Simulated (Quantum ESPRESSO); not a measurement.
A short convergence ladder for Li (Im-3m, 1 atom in the cell)

```xyz
1
Lattice="1.7502 1.7502 1.7502 -1.7502 1.7502 1.7502 -1.7502 -1.7502 1.7502" Properties=species:S:1:pos:R:3 pbc="T T T"
Li     0.0000     0.0000     0.0000
```

Base method: PBEsol, PseudoDojo standard norm-conserving (PBESOL) pseudopotentials (plane waves; Quantum ESPRESSO).

Base settings: ecutwfc = 75 Ry; occupations = smearing; smearing = gaussian; degauss = 0.0073499 Ry; potentials = {Li: Li.upf}; K_POINTS = automatic 13 13 13 0 0 0; conv_thr = 1e-09 Ry; mixing_beta = 0.3.

The count of work is k-points × plane waves × bands × iterations; it is no time. 

**The size of a vacancy's supercell**

On Li (Im-3m, 2 atoms in the cell), and larger cells.

Steps: 2 x 1 x 1 supercell, one Li atom taken out, nothing relaxed; 2 x 2 x 1 supercell, one Li atom taken out, nothing relaxed; and so on, with the mesh thinned in proportion.

Only quantities that move along the ladder and can be compared are tabulated.

```tsv
atoms	unrelaxed vacancy energy (eV)	count of work / last
2	0.495	0.30
4	0.580	0.53
8	0.631	0.17
12	0.663	1.3
18	0.647	2.1
27	0.636	1.0
```

Smallest size that holds the unrelaxed vacancy energy within 0.1 eV of the last step, with all finer ones: 4; the step before is off by 0.14 eV.

On the base run: the starting cell has typed, rounded lattice constants, without a prior relaxation at this level. Its lattice was rescaled by up to half a per cent.
